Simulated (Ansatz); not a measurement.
```
InAgTe2
1.0
   -3.28833     3.28833     6.52654
    3.28833    -3.28833     6.52654
    3.28833     3.28833    -6.52654
In Te Ag
2 4 2
Direct
  0.50000   0.50000   0.00000
  0.25000   0.75000   0.50000
  0.37500   0.36809   0.49309
  0.63191   0.12500   0.00691
  0.87500   0.88191   0.50691
  0.11809   0.62500   0.99309
  0.00000   0.00000   0.00000
  0.75000   0.25000   0.50000
```

No spin polarisation.

All numbers come from PBEsol (Ansatz, a first-principles code; PAW; 420 eV plane waves; no spin-orbit coupling). Γ-centred 7×7×7 mesh, Fermi–Dirac width 0.05 eV.

Problem. Predict the pressure and space group.

Solution. Pressure (mean of the normal stresses, compression positive): -2.51 GPa
Space group: I-42d (No. 122)

The cells carry an imposed strain or load. Stability against distortions was not tested. The cell was made from InAgTe$_{2}$ in the chalcopyrite structure (space group I-42d, No. 122) by this change: isotropic strain +2.25 %.
